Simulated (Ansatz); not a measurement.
The cell is built on a prototype and need not be the phase stable at ambient conditions.

By PBEsol, the system below comes out a metal.

A figure of merit of an interconnect metal is its ballistic conductance per area.

Data:

```
Al2Au
1.0
    4.59292    -0.28816     0.00000
    2.04406     4.12308     0.00000
    1.27443    -2.20562     2.54734
Au Al
1 2
Direct
  0.00000   0.00000   0.00000
  0.66434   0.66434   0.00000
  0.33566   0.33566   0.00000
```

Space group of this cell: I4/mmm. The cell was relaxed by PBE-D3(BJ); by PBEsol its mean pressure is 0.7 GPa.

The current flows along the normal of the first two printed cell vectors. No spin-orbit coupling; the value is a mean over 0.1 eV about the Fermi level.

**Question.** Give the ballistic conductance per area that PBEsol (Ansatz, an electronic-structure program) yields.

**Answer.** 0.89 × 10¹⁵ S/m² for both spins.
